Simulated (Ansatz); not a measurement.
# VO$_{2}$ in the rutile structure (space group P4_2/mnm, No. 136; ferromagnetic)

```yaml
crystal:
  lattice:
    - [4.53638, 0.00000, 0.00000]
    - [0.00000, 4.53638, 0.00000]
    - [0.00000, 0.00000, 2.80188]
  atoms:
    - { symbol: V, position: [0.50000, 0.50000, 0.00000] }
    - { symbol: V, position: [0.00000, 0.00000, 0.50000] }
    - { symbol: O, position: [0.70107, 0.70107, 0.50000] }
    - { symbol: O, position: [0.29893, 0.29893, 0.50000] }
    - { symbol: O, position: [0.79893, 0.20107, 0.00000] }
    - { symbol: O, position: [0.20107, 0.79893, 0.00000] }
```

Calculations: Kohn–Sham DFT with the PBEsol functional, run in Ansatz (a first-principles code) with PAW and 420 eV plane waves, no SOC. k-mesh 8×8×13 (Γ-centred); smearing 0.05 eV (Fermi–Dirac).

```yaml
volume_per_atom: 9.61 Å³
density: 4.78 g/cm³
band_gap: zero
magnetic_state: ferromagnetic
total_energy: -1336.386 eV/atom (σ→0; compares only within this code and set-up)
```

Other magnetic orders, which the real material may have, were not ruled out. No phonon test of stability was made. No Hubbard U is applied, and correlation can decide whether such a compound is a metal. The base started in P2_1/c and relaxed to P4_2/mnm at this level.
